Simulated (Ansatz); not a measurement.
Consider K$_{2}$S in the anti-fluorite structure (space group Fm-3m, No. 225; a = 7.336 Å).

All numbers come from plane-wave PAW DFT at the PBEsol level (Ansatz, a program for electronic structure, 420 eV), spin-orbit coupling left out.

Before the change:

- Valley order = Γ 2.35 eV; X along ⟨100⟩ 3.42 eV
- Pressure = 0.01 GPa

The change: the cell is scaled by 0.9950 in all directions; the atoms relax in the strained cell.

**Question.** How does this affect the valley order and pressure?

**Answer.** The valley order (the lowest conduction-band minima on the path, energy above the VBM, named in the base's zone) changes from Γ 2.35 eV; X along ⟨100⟩ 3.42 eV to Γ 2.38 eV; X along ⟨100⟩ 3.42 eV; the pressure goes up by 0.31 GPa (0.01 GPa → 0.32 GPa).

The levels and masses belong to the bands next to the band gap. Whether these cells are dynamically stable was not tested.
